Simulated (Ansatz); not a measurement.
The parent structure is TlBr in the CsCl type structure (space group Pm-3m, No. 221; a = 4.0532 Å).

The change: every lattice vector is stretched by 1.00 %, atoms relaxed at fixed cell.

Computed with PBE, PAW, 420 eV (Ansatz, a program for electronic structure; without spin-orbit coupling).

Base, band edges from the VBM (valence, conduction): M -0.55, 4.82; R -1.66, 2.35; X 0.00, 1.99; Γ -1.07, 7.04 eV.

**Question.** Give the band edges at the high-symmetry points of the new zone, measured from its valence-band maximum.

**Answer.** 
```json
[
 {"point": "Γ", "valence edge (eV)": "-0.96", "conduction edge (eV)": "6.94"},
 {"point": "X", "valence edge (eV)": "0.00", "conduction edge (eV)": "2.06"},
 {"point": "M", "valence edge (eV)": "-0.46", "conduction edge (eV)": "4.78"},
 {"point": "R", "valence edge (eV)": "-1.52", "conduction edge (eV)": "2.46"}
]
```

The gap is 2.06 eV, direct at X.

Spin-orbit coupling, missing from the scalar runs, can matter with Tl. The cells carry an imposed strain or load. No phonon test of stability was made.
